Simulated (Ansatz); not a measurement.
## A computed series for SiC: pressure series

Consider SiC (space group P6_3mc, No. 186).

```yaml
crystal:
  lattice:
    - [3.09412, 0.00000, 0.00000]
    - [-1.54706, 2.67959, 0.00000]
    - [0.00000, 0.00000, 10.12917]
  atoms:
    - { symbol: Si, position: [0.00000, 0.00000, 0.00031] }
    - { symbol: Si, position: [0.00000, 0.00000, 0.50031] }
    - { symbol: Si, position: [0.66667, 0.33333, 0.75025] }
    - { symbol: Si, position: [0.33333, 0.66667, 0.25025] }
    - { symbol: C, position: [0.00000, 0.00000, 0.81285] }
    - { symbol: C, position: [0.00000, 0.00000, 0.31285] }
    - { symbol: C, position: [0.66667, 0.33333, 0.56221] }
    - { symbol: C, position: [0.33333, 0.66667, 0.06221] }
```

Cell and atoms are relaxed at each pressure.

The values are results of PBE/PAW in Ansatz (an electronic-structure program), no spin-orbit coupling, earlier PAW set, not measurements.

Candidates:
(a) pressure 75 GPa
(b) pressure 15 GPa
(c) pressure 3 GPa

Base values:

The smallest direct gap comes out as 3.34 eV.

**Question.** Order them by smallest direct gap, lowest first.

**Answer.** (c) pressure 3 GPa (3.35 eV), (b) pressure 15 GPa (3.37 eV), (a) pressure 75 GPa (3.40 eV)

Load acts through the strain it causes; cell and atoms are relaxed under it. Whether these cells are dynamically stable was not tested. Competing high-pressure phases were not computed.
